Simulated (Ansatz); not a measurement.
Results of PBE in Ansatz (PAW) for W2AlB2 (model structure, started from the Ti2InB2 type, P-6m2, No. 187, 5 atoms in the cell).

Run with plane-wave cutoff 520 eV, 24×24×8 k mesh (along the axes of the cell as run), Fermi–Dirac smearing 0.05 eV, no spin polarisation, scalar-relativistic PAW data made under PBE.

Cell (relaxed at this level):

AlW2B2 is taken in the hexagonal space group P-6m2 (No. 187), Pearson symbol hP5. Lattice parameters: a = b = 3.0144 Å, c = 7.4776 Å, α = β = 90.00°, γ = 120.00°. W on 2h is surrounded by 6 B at 2.345 Å and 3 Al at 2.780 Å and 7 W at 3.014–3.143 Å. Al on 1a is coordinated by 6 W at 2.780 Å. B1 on 1b sees 3 B at 1.740 Å and 6 W at 2.345 Å. B2 on 1f sees 3 B at 1.740 Å and 6 W at 2.345 Å. (Neighbours: up to the widest gap in distance over summed covalent radii, below 1.35, at either atom; cation-cation and far metal-metal contacts left out.)

### Question
Predict the bulk modulus B0.

### Answer

* **bulk modulus B0**: 233 GPa

Note: the run has no spin polarisation, so it can have missed a magnetic state; the bulk modulus is −V dP/dV from two relaxed cells at ±2 % in volume; the relaxation could raise the start's symmetry but not lower it, so the cell can be a saddle point.

Spin–orbit coupling is not included; it can open a gap where bands touch, and shift volumes and moduli.

Static lattice: no zero-point or thermal effects.

It cost very roughly 7 core-minutes of CPU time.

A model structure was made by putting elements into a prototype or built by hand; it is no filed structure, need not be a known phase, and can be a saddle point held by its symmetry.

Ansatz is an electronic-structure program.
